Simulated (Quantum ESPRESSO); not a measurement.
# Equation of state of bcc Nb (space group 229): energy against volume (Quantum ESPRESSO, PBE)

```
CELL_PARAMETERS angstrom
     -1.62066     1.62066     1.62066
      1.62066    -1.62066     1.62066
      1.62066     1.62066    -1.62066
ATOMIC_POSITIONS crystal
  Nb 0.00000 0.00000 0.00000
```

Method of the run: PBE, PSlibrary PAW (PBE) pseudopotentials (plane waves; Quantum ESPRESSO 7.5). Settings: ecutwfc = 72 Ry; ecutrho = 432 Ry; occupations = smearing; smearing = fermi-dirac; degauss = 0.0036749 Ry; potentials = {Nb: Nb.pbe-spn-kjpaw_psl.1.0.0.UPF}; K_POINTS = automatic 25 25 25 0 0 0; conv_thr = 1e-10 Ry; mixing_beta = 0.3. The cell above is the first row's. The rows scale it uniformly. In all rows the k mesh is held. E is the free energy at the stated smearing, counted from the lowest row.

```
V (Å^3/atom)  E (meV/atom)
------------  ------------
17.027               41.81
17.397               18.44
17.767                4.79
18.137                0.00
18.508                3.30
18.878               13.96
19.248               31.31
19.618               54.75
19.988                   ?
```

Taking the third-order Birch-Murnaghan form, a cubic in V^(-2/3) for E over the 8 complete rows: With u = V^(-2/3) - 0.144, the rows have u = 0.007092, 0.004942, 0.002867, 0.000863, -0.001080, -0.002953, -0.004767, -0.006523. Least squares gives E = 0.502 - 1472.70·u + 1039554·u² - 1486224·u³. Residuals (row less fit): -0.003, 0.006, 0.000, -0.004, -0.007, 0.006, 0.004, -0.003; standard error 0.007 (degrees of freedom: 4). Its minimum lies at u = 0.000709, so V0 = (0.144709)^(-3/2) = 18.17. There d²E/du² = 2073000 and d³E/du³ = -8917000, so B0 = (4/9) × 18.17^(-7/3) × 2073000 × 0.160218 = 170 GPa (the last factor turns the table's units into GPa), and B0' = 4 + (2/3) × 0.144709 × (-8917000)/2073000 = 3.6. The program's pressures in the fitted runs (not shown) pass through zero at V = 18.16, 0.06 % from this V0.

Q: Estimate the missing E (V = 19.988); what did the run itself give?

A: u = -0.008225, so E = 0.502 - 1472.70 × (-0.008225) + 1039554 × (-0.008225)² - 1486224 × (-0.008225)³ = 83.768 meV/atom. The calculation gives 83.70 meV/atom, 0.068 meV/atom below the prediction (0.1 % of the range of E in the table). The row lies outside the fitted rows, so this is an extrapolation. From the scatter of the fitted rows alone, a prediction at this place has a standard error of 0.016 meV/atom, so the miss is 4.3 times that.

Carrying the step between the two nearest rows on in a straight line would have given 78.19, off by 5.51; series whose last step already gives the withheld value aren't shown. The scan was laid around a cell of about the measured size, scaled by a guess for this functional. Spin polarisation is off. Cutoffs and mesh are single choices, not tested for convergence of this quantity. Series with a scatter that would blur these digits, or in which a gap closes, are not shown. Nor are scans whose minimum lies at an end fitted in this form.

Terms beyond the fitted order, or numerical noise in single rows, can give a miss of this size; the table doesn't tell which.
